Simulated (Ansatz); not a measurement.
A computed series for PbTe: pressure series

The parent structure is PbTe in the rock salt structure (space group Fm-3m, No. 225; a = 6.5695 Å).

Cell and atoms are relaxed at each pressure.

Method: PBE (Ansatz, a quantum-chemistry and plane-wave program; PAW; 420 eV plane waves; no spin-orbit coupling).

Base values:

```
Quantity    Value
--------  -------
Band gap  0.83 eV
```

The aim is a band gap between 0.18 eV and 0.26 eV. Which of these changes reaches it?
A. pressure 15 GPa
B. pressure 4.5 GPa
C. pressure 22.5 GPa

A, pressure 15 GPa. It gives 0.23 eV; pressure 4.5 GPa gives 0.63 eV; pressure 22.5 GPa gives zero. Changes not listed may reach it too

With Pb and Te present, leaving out spin-orbit coupling can change the band edges. Load acts through the strain it causes; cell and atoms are relaxed under it. Stability against distortions was not tested. No other phases were tried under pressure. All final runs are without spin polarisation. Gaps under 0.05 eV, about the width of the smearing, are given as zero. The zero or small gap of PbTe under pressure 22.5 GPa and PbTe under pressure 15 GPa can change with the level of theory.
